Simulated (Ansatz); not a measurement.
Consider Mo in the bcc (W type) structure (space group Im-3m, No. 229; a = 3.1510 Å; relaxed with 0.1 eV smearing). Axes: x, y, z lie along the cube axes.

Computed with plane-wave PAW DFT at the r2SCAN level (Ansatz, a first-principles code, 500 eV), no SOC.

Strains are applied to the cell and any free atomic positions relax; under biaxial strain the out-of-plane vector relaxes too.

One change was made to it. Results:

The energy increases by 26 meV/atom; the volume per atom shrinks by 0.37 Å³ (15.64 Å³ → 15.27 Å³).

Task: Which of these changes matches the shifts?
A) biaxial strain −1.67 %, plane normal [111], relaxed out of plane
B) biaxial strain −2.50 %, plane normal [111], relaxed out of plane
C) biaxial strain −2.08 %, plane normal [111], relaxed out of plane
D) biaxial strain −0.83 %, plane normal [111], relaxed out of plane
E) biaxial strain −1.25 %, plane normal [111], relaxed out of plane

Result: B, biaxial strain −2.50 %, plane normal [111], relaxed out of plane. For comparison, the energy relative to the base in the other runs: biaxial strain −0.83 %, plane normal [111], relaxed out of plane gives +2.8 meV/atom; biaxial strain −2.08 %, plane normal [111], relaxed out of plane gives +18 meV/atom; biaxial strain −1.67 %, plane normal [111], relaxed out of plane gives +12 meV/atom; biaxial strain −1.25 %, plane normal [111], relaxed out of plane gives +6.5 meV/atom.

Stability against distortions was not tested. The final runs are not spin-polarised.
